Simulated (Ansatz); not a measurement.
Here is the system:

```
ZnSe
1.0
    0.00000     2.79337     2.79337
    2.79337     0.00000     2.79337
    2.79337     2.79337     0.00000
Se Zn
1 1
Direct
  0.25000   0.25000   0.25000
  0.00000   0.00000   0.00000
```

No spin polarisation.

Level of theory: r2SCAN in Ansatz (plane waves to 500 eV, PAW, scalar-relativistic without spin-orbit coupling). Γ-centred 10×10×10 mesh, Fermi–Dirac width 0.05 eV.

Predict the gap character.

Direct at Γ.

Estimate the electron mass.

0.13 mₑ (at Γ).

Load acts through the strain it causes; cell and atoms are relaxed under it. Effective masses come from finite differences of ±0.01 Å⁻¹. No phonon test of stability was made. Tetrahedral semiconductors of this kind turn to denser phases somewhere between about 1 and 50 GPa; those were not computed, so compressed cells here can lie past the real transition. The cell was made from ZnSe in the zinc blende structure (space group F-43m, No. 216) by this change: pressure 3 GPa.

Ansatz is an electronic-structure program.
